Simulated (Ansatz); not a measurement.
# HgSe (model structure, started from the beta GaS type, P6₃/mmc, No. 194, 8 atoms in the cell)

The numbers are results of PBEsol in Ansatz (plane waves, PAW), not measurements.

Numerical settings: plane-wave cutoff 500 eV, 12×12×4 k mesh (along the axes of the cell as run), Fermi–Dirac smearing 0.05 eV, scalar-relativistic PAW data made under PBE.

Cell (relaxed at this level):

```xyz
8
Lattice="4.3789 0.0000 0.0000 -2.1895 3.7923 0.0000 0.0000 0.0000 14.9959" Properties=species:S:1:pos:R:3 pbc="T T T"
Hg     0.0000     2.5282     1.1637
Hg     2.1895     1.2641     8.6617
Hg     2.1895     1.2641    13.8321
Hg     0.0000     2.5282     6.3342
Se     0.0000     2.5282     9.3665
Se     2.1895     1.2641     1.8686
Se     2.1895     1.2641     5.6294
Se     0.0000     2.5282    13.1273
```

* **band gap**: none

Note: the relaxation could raise the start's symmetry but not lower it, so the cell can be a saddle point; the cell has widely spaced layers and the level no dispersion term, so their spacing and the moduli can rest on weak binding.

Spin–orbit coupling is not included; it can shift volumes and moduli of such heavy elements.

The computed numbers hold no vibrational or temperature effects.

The result took around 21 core-minutes (rough).

A model structure was made by putting elements into a prototype or built by hand; it is no filed structure, need not be a known phase, and can be a saddle point held by its symmetry.

Ansatz is a quantum-chemistry and plane-wave program.
